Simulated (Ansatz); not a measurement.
Take SnSe2 in the CdI2 type structure (space group P-3m1, No. 164; a = 3.826 Å, c = 6.231 Å; layered, stacked along the Cartesian z axis) as the base. Axes: x lies along a and z along c of the hexagonal cell.

All numbers come from r2SCAN+rVV10 (Ansatz, an electronic-structure program; PAW; 500 eV plane waves; no spin-orbit coupling).

Strains are applied to the cell and any free atomic positions relax; under biaxial strain the out-of-plane vector relaxes too.

One change was made to it. Results:

```json
[
 {"quantity": "pressure (mean of the normal stresses, compression positive)", "base": "0.00 GPa", "after": "-0.07 GPa"},
 {"quantity": "smallest direct gap", "base": "1.49 eV", "after": "1.33 eV"},
 {"quantity": "band gap", "base": "0.94 eV", "after": "0.77 eV"}
]
```

Task: Name the change that was made.
(A) biaxial strain +0.97 %, plane normal [001], relaxed out of plane
(B) isotropic strain −5.42 %
(C) biaxial strain −3.68 %, plane normal [001], relaxed out of plane
(D) strain tensor (xx, yy, zz, yz, xz, xy) = (−0.37, +1.17, −1.53, +0.42, +0.91, −0.78) %
(E) biaxial strain +2.44 %, plane normal [001], relaxed out of plane

Result: D, strain tensor (xx, yy, zz, yz, xz, xy) = (−0.37, +1.17, −1.53, +0.42, +0.91, −0.78) %. For comparison, the band gap in the other runs: biaxial strain −3.68 %, plane normal [001], relaxed out of plane gives 0.70 eV; biaxial strain +2.44 %, plane normal [001], relaxed out of plane gives 0.71 eV; biaxial strain +0.97 %, plane normal [001], relaxed out of plane gives 0.87 eV; isotropic strain −5.42 % gives 0.61 eV.

Stability against distortions was not tested.
